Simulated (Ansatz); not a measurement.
MgO (Fm-3m) under uniaxial stress along [001] (compression positive): band gap by r2SCAN, rigid bands (plane waves, PAW, scalar-relativistic; Ansatz, a quantum-chemistry and plane-wave program). The unloaded cell, whose axes the loads refer to:

```yaml
crystal:
  lattice:
    - [0.00000, 2.10707, 2.10707]
    - [2.10707, 0.00000, 2.10707]
    - [2.10707, 2.10707, 0.00000]
  atoms:
    - { symbol: Mg, position: [0.00000, 0.00000, 0.00000] }
    - { symbol: O, position: [0.50000, 0.50000, 0.50000] }
```

```json
[
 {"uniaxial stress along [001] (compression positive) (GPa)": "-15", "volume per atom (Å³)": "10.06", "band gap (eV)": "4.71"},
 {"uniaxial stress along [001] (compression positive) (GPa)": "-9", "volume per atom (Å³)": "9.61", "band gap (eV)": "5.26"},
 {"uniaxial stress along [001] (compression positive) (GPa)": "-3", "volume per atom (Å³)": "9.42", "band gap (eV)": "5.52"},
 {"uniaxial stress along [001] (compression positive) (GPa)": "0", "volume per atom (Å³)": "9.35", "band gap (eV)": "5.61"},
 {"uniaxial stress along [001] (compression positive) (GPa)": "3", "volume per atom (Å³)": "9.30", "band gap (eV)": "5.66"},
 {"uniaxial stress along [001] (compression positive) (GPa)": "9", "volume per atom (Å³)": "9.21", "band gap (eV)": "5.73"},
 {"uniaxial stress along [001] (compression positive) (GPa)": "15", "volume per atom (Å³)": "9.14", "band gap (eV)": "?"}
]
```

### Question
Fit a straight line to band gap against the load over the rows given, and predict the row at 15 GPa.

### Answer
The means are x̄ = -2.500 GPa and ȳ = 5.4150; Σ(x − x̄)(y − ȳ) = 15.23 and Σ(x − x̄)² = 367.5, so the slope is 41.4 meV per GPa, and the rows given lie within 190 meV of the line. At 15 GPa the line gives 6.14 eV; the calculation gives 5.78 eV, 6.2 % from it, so the trend bends or changes character over this range.

Spin-orbit coupling is left out. Stresses and pressures are the targets of the relaxation. Gaps are resolved to about 0.01 eV. The structure type is held at every load. Geometry: cell and atoms relaxed with PBEsol.
